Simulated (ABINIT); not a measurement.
Worked example: self-consistent single point of Ge2Sb2Te5 (P-3m1, 9 atoms in the cell) in ABINIT.

Method: LDA (PW92), norm-conserving pseudopotentials (PseudoDojo nc-sr-04 LDA standard) (plane waves; ABINIT).

```
CELL_PARAMETERS angstrom
      4.18337     0.00000     0.00000
     -2.09169     3.62291     0.00000
      0.00000     0.00000    17.65533
ATOMIC_POSITIONS crystal
  Ge 0.00000 0.00000 0.33225
  Ge 0.00000 0.00000 0.66775
  Sb 0.33333 0.66667 0.11266
  Sb 0.66667 0.33333 0.88734
  Te 0.00000 0.00000 0.00000
  Te 0.33333 0.66667 0.79011
  Te 0.66667 0.33333 0.20989
  Te 0.33333 0.66667 0.41104
  Te 0.66667 0.33333 0.58896
```

Reference input (self-consistent single point, DFT, LDA (PW92), plane waves, norm-conserving pseudopotentials (PseudoDojo nc-sr-04 LDA standard)): pseudos = [Ge.upf, Sb.upf, Te.upf]; ecut = 1143 eV; occopt = 7; tsmear = 0.00183747 Ha; ngkpt = 5 5 1; nshiftk = 1; shiftk = 0 0 0; potentials = PseudoDojo nc-sr-04 LDA standard; nband = 85; kptopt = 1; nstep = 50; tolvrs = 1e-12. This run's input differs from it in these lines:

```diff
@@ -27,3 +27,3 @@
 kptopt 1
-ngkpt 5 5 1
+ngkpt 4 4 1
 nshiftk 1
```

Output (repeated stretches shortened):

```
--- !BeginCycle
solver: {iscf: 7, nstep: 50, nline: 4, wfoptalg: 0, }
tolerances: {tolvrs: 1.00E-12, }
...

     iter   Etot(hartree)      deltaE(h)  residm     vres2
 ETOT  1  -872.04917875257    -8.720E+02 9.363E-01 1.486E+04
 ETOT  2  -880.98006540912    -8.931E+00 5.854E-02 3.406E+04
 ETOT  3  -882.36163374206    -1.382E+00 8.741E-03 2.120E+04
 ETOT  4  -882.50350623907    -1.419E-01 6.196E-03 1.192E+04
 ETOT  5  -882.68989751545    -1.864E-01 5.178E-03 5.979E+02
   [... 12 lines left out ...]
 ETOT 18  -882.71023835647    -9.311E-11 8.855E-06 2.223E-11
 ETOT 19  -882.71023835648    -2.956E-12 2.269E-06 1.707E-11
 ETOT 20  -882.71023835642     5.423E-11 3.668E-06 6.306E-12
 ETOT 21  -882.71023835647    -5.002E-11 9.508E-07 3.425E-14
 At SCF step   21       vres2   =  3.42E-14 < tolvrs=  1.00E-12 =>converged.

 Cartesian components of stress tensor (hartree/bohr^3)
  sigma(1 1)=  1.92912971E-05  sigma(3 2)=  0.00000000E+00
  sigma(2 2)=  1.92912970E-05  sigma(3 1)=  0.00000000E+00
  sigma(3 3)=  7.44106149E-05  sigma(2 1)= -4.62450787E-14

 ----iterations are completed or convergence reached----

 reduced coordinates (array xred) for    9 atoms
       0.000000000000      0.000000000000      0.332250000000
       0.000000000000      0.000000000000      0.667750000000
       0.333333333333      0.666666666667      0.112660000000
       0.666666666667      0.333333333333      0.887340000000
       0.000000000000      0.000000000000     -0.000000000000
       0.333333333333      0.666666666667      0.790110000000
   [... lines left out ...]
 Fermi (or HOMO) energy (eV) =   5.32636   Average Vxc (eV)= -10.32361
   [... lines left out ...]
total_energy        : -8.82710238356473E+02
total_energy_eV     : -2.40197671330701E+04
band_energy         : -9.16862360736073E+01
...

-Cartesian components of stress tensor (GPa)         [Pressure= -1.1081E+00 GPa]
- sigma(1 1)=  5.67569459E-01  sigma(3 2)=  0.00000000E+00
- sigma(2 2)=  5.67569459E-01  sigma(3 1)=  0.00000000E+00
- sigma(3 3)=  2.18923551E+00  sigma(2 1)= -1.36057696E-09

 Calculation completed.
```

The run converged in 21 iterations. Against the reference run the free energy drops by 7.4 meV/atom, the pressure stays near -1.11 GPa while the zz stress (positive for compression) goes from -1.63 to -2.19 GPa, the largest force goes from 0.145 to 0.105 eV/Å and the gap on the mesh goes from 0.199 to 0.186 eV.

The starting cell comes from a database of computed structures (which also holds hypothetical and non-ambient phases and stackings), without a prior relaxation at this level. Its lattice was rescaled by a random factor within 2.5 % of one. Spin-orbit coupling is off.

Cost on one core of a shared machine: roughly 10 min.
